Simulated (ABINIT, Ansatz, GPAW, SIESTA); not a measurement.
MgCo₂O₄ (C2/m, 7 atoms in the cell) computed with different codes at matched settings

Self-consistent single point.

```xyz
7
Lattice="4.9845 -1.4893 0.0000 4.9845 1.4893 0.0000 -1.0829 0.0000 4.8814" Properties=species:S:1:pos:R:3 pbc="T T T"
Mg     4.9845     0.0000     0.0000
Co     6.6210     0.0000     3.6203
Co     2.2652     0.0000     1.2612
O      8.5289     0.0000     0.4672
O      0.3573     0.0000     4.4142
O      2.8100     0.0000     3.0916
O      6.0762     0.0000     1.7898
```
Moments meant for the start (each program seeds them in its own way; μB, in the order of the atoms Mg Co Co O O O O): 0.0 3.0 3.0 0.0 0.0 0.0 0.0.

All programs got the same cell, k-point mesh and kind of occupations, and the same starting moments (in Ansatz's words: kpoints.mp_grid.grid = 5 5 3; magnetization.spin_polarized = true; scf.occupations.method = fermi_dirac; scf.occupations.width = 0.02 eV); potentials, basis and cutoffs are each program's usual ones.

| code | model | pressure (GPa) | largest force (eV/Å) | gap on the mesh (eV) | k-points | cutoff |
|---|---|---|---|---|---|---|
| SIESTA | LDA PW92, numerical atomic orbitals DZP, PseudoDojo LDA standard norm-conserving potentials (rewritten from UPF to PSML) | -25.66 | 1.598 | 0.473 | 38 | grid 350 Ry |
| ABINIT | LDA (PW92), PAW (JTH v2.0 LDA PAW) | -25.01 | 1.627 | 0.598 | 24 | 30 Ha |
| GPAW | LDA (Perdew-Wang 92), GPAW PAW datasets LDA (gpaw-data 1.0.1) | – | 1.553 | 0.592 | 24 | 950 eV |
| Ansatz | LDA (PW92), PAW files made with PBE | -25.25 | 1.631 | – | 24 | 420 eV |

Size of the force on each atom (eV/Å): Sizes of forces hide their directions.

```json
[
 {"code": "SIESTA", "Mg1": "0.000", "Co2": "0.376", "Co3": "0.376", "O4": "1.237", "O5": "1.237", "O6": "1.598", "O7": "1.598"},
 {"code": "ABINIT", "Mg1": "0.000", "Co2": "0.378", "Co3": "0.378", "O4": "1.360", "O5": "1.360", "O6": "1.627", "O7": "1.627"},
 {"code": "GPAW", "Mg1": "0.000", "Co2": "0.358", "Co3": "0.358", "O4": "1.286", "O5": "1.286", "O6": "1.553", "O7": "1.553"},
 {"code": "Ansatz", "Mg1": "0.000", "Co2": "0.401", "Co3": "0.401", "O4": "1.344", "O5": "1.344", "O6": "1.631", "O7": "1.631"}
]
```

A dash marks a value that a program does not give, or that is left out as unsure.

No gap is tabulated for Ansatz (a first-principles code): it is not read from that output, or partly filled or unconverged empty levels leave it unsure.

Gaps are read on the mesh.

The spread over the programs that give each value: pressure within 0.65 GPa; largest force within 0.078 eV/Å; gap on the mesh within 0.125 eV.

The starting cell comes from a database of computed structures (which also holds hypothetical and non-ambient phases and stackings), without a prior relaxation at this level. On Ansatz's run: The starting moments vanished: the run ended non-magnetic, which need not be the lowest state. The program warned that a starting moment was not kept. In the base run, with a pressure of about -25 GPa the cell is away from its equilibrium volume at this level. In the base run, forces exceed 1 eV/Å.

Problem. Why do the programs differ, and what cannot be compared?

Solution. Differences of this kind can come from the potentials, where these differ, and from what each basis and cutoff leave unconverged. The valence holds different numbers of electrons (SIESTA 68, ABINIT 68, GPAW 52, Ansatz 68). The zero of total energies and Fermi levels follows the potentials and each program's conventions, so they are not compared here. SIESTA uses small atom-centred bases, whose incompleteness enters pressures, forces and empty levels differently from a plane-wave cutoff. Ansatz's pressure is given at a fixed set of plane waves, as the other plane-wave codes print theirs; with its correction for the finite basis it is -24.59 GPa (the shift of 0.66 GPa shows how far the cutoff is from converged). The pressure of GPAW is left out: its cutoff lies under the one at which its stress was checked. The programs reduce the same mesh by symmetry to different extents, which changes the work and not the result. In the gap, SIESTA (by 0.122) lies more than 0.12 eV from the median of the plane-wave programs. In the force vectors, SIESTA (by 0.150) and GPAW (by 0.085) lie more than 0.08 eV/Å from the median of the plane-wave programs.

The shared mesh is coarse (it stands for a supercell whose shortest vector is 15 Å), so the values are not converged in it.

Left out of this page: Quantum ESPRESSO and FLEUR (stopped by limits of time or memory).

Keys are those of Ansatz 0.2.
